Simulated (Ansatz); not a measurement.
Electronic density of states of amorphous Si₂₄O₅₃Ta₂, density 2.65 g/cm³, on a 2×2×2 Γ-centred mesh with a Gaussian width of 0.1 eV; energies count from the Fermi level, whose place inside the gap is arbitrary. Cell and mesh are small, so fine structure isn't converged. These are PBE, scalar-relativistic without spin-orbit coupling (plane waves to 420 eV, PAW; Ansatz, a program for electronic structure) values and carry that method's errors. Sampling: a 2×2×2 Γ-centred mesh; Fermi-Dirac width 0.02 eV; no spin polarisation. At PBE the levels at both edges of the gap are localised (band-tail or defect states), and the nearest spread-out levels lie 5.4 eV apart at the zone centre.

The cell was made by melting and quenching with the CHGNet potential and then relaxed with DFT. O atoms were pushed apart under 1.9 Å during the dynamics, to hinder bonds among them. The hot cell started wider than the set density and was brought back towards it in steps. It is the lowest in DFT energy of 2 quenches. It is a model cell: composition and starting density were chosen by hand, and all elements were melted together. No dispersion term was used. Its density started from a set value of 2.65 and ended at 2.65 g/cm³. The simulated quench (nominally 320 K/ps over its main leg) is rapid and tends to freeze in more defects than a deposited or slowly cooled glass has. One small periodic cell is one sample of the glass; other quenches scatter about these values. The volume was held where the preparation left it, at a PBE pressure of 1.9 GPa. Stress components on the final sampling reach 3.8 GPa.

```csv
E - EF (eV),states/(eV atom)
-12.00,0.00
-11.90,0.00
-11.80,0.00
-11.70,0.00
-11.60,0.00
-11.50,0.00
-11.40,0.01
-11.30,0.06
-11.20,0.16
-11.10,0.19
-11.00,0.14
-10.90,0.15
-10.80,0.21
-10.70,0.15
-10.60,0.11
-10.50,0.09
-10.40,0.14
-10.30,0.21
-10.20,0.19
-10.10,0.21
-10.00,0.16
-9.90,0.14
-9.80,0.16
-9.70,0.20
-9.60,0.25
-9.50,0.23
-9.40,0.17
-9.30,0.19
-9.20,0.20
-9.10,0.17
-9.00,0.13
-8.90,0.13
-8.80,0.14
-8.70,0.18
-8.60,0.23
-8.50,0.23
-8.40,0.24
-8.30,0.25
-8.20,0.27
-8.10,0.40
-8.00,0.45
-7.90,0.46
-7.80,0.46
-7.70,0.48
-7.60,0.54
-7.50,0.60
-7.40,0.59
-7.30,0.56
-7.20,0.45
-7.10,0.27
-7.00,0.28
-6.90,0.32
-6.80,0.34
-6.70,0.30
-6.60,0.38
-6.50,0.45
-6.40,0.42
-6.30,0.42
-6.20,0.44
-6.10,0.48
-6.00,0.43
-5.90,0.38
-5.80,0.40
-5.70,0.42
-5.60,0.45
-5.50,0.50
-5.40,0.53
-5.30,0.61
-5.20,0.67
-5.10,0.65
-5.00,0.65
-4.90,0.65
-4.80,0.70
-4.70,0.75
-4.60,0.76
-4.50,0.81
-4.40,0.82
-4.30,0.75
-4.20,0.76
-4.10,0.78
-4.00,0.76
-3.90,0.75
-3.80,0.83
-3.70,0.87
-3.60,0.84
-3.50,0.77
-3.40,0.78
-3.30,0.84
-3.20,0.85
-3.10,0.90
-3.00,0.89
-2.90,0.82
-2.80,0.75
-2.70,0.65
-2.60,0.50
-2.50,0.48
-2.40,0.39
-2.30,0.22
-2.20,0.10
-2.10,0.01
-2.00,0.00
-1.90,0.00
-1.80,0.00
-1.70,0.00
-1.60,0.00
-1.50,0.00
-1.40,0.00
-1.30,0.00
-1.20,0.00
-1.10,0.00
-1.00,0.00
-0.90,0.00
-0.80,0.00
-0.70,0.00
-0.60,0.00
-0.50,0.00
-0.40,0.00
-0.30,0.00
-0.20,0.00
-0.10,0.00
0.00,0.00
0.10,0.00
0.20,0.00
0.30,0.00
0.40,0.00
0.50,0.00
0.60,0.00
0.70,0.00
0.80,0.00
0.90,0.00
1.00,0.00
1.10,0.00
1.20,0.00
1.30,0.00
1.40,0.00
1.50,0.00
1.60,0.00
1.70,0.00
1.80,0.00
1.90,0.00
2.00,0.00
2.10,0.02
2.20,0.14
2.30,0.28
2.40,0.29
2.50,0.25
2.60,0.15
2.70,0.12
2.80,0.05
2.90,0.06
3.00,0.12
3.10,0.07
3.20,0.02
3.30,0.05
3.40,0.05
3.50,0.06
3.60,0.08
3.70,0.09
3.80,0.11
3.90,0.16
4.00,0.15
4.10,0.09
4.20,0.10
4.30,0.14
4.40,0.13
4.50,0.15
4.60,0.15
4.70,0.17
4.80,0.17
4.90,0.13
5.00,0.16
5.10,0.20
5.20,0.24
5.30,0.23
5.40,0.23
5.50,0.26
5.60,0.27
5.70,0.28
5.80,0.31
5.90,0.33
6.00,0.36
6.10,0.39
6.20,0.39
6.30,0.41
```

The gap between localised states on this mesh is 4.50 eV; the broadening fills part of it in the curve.
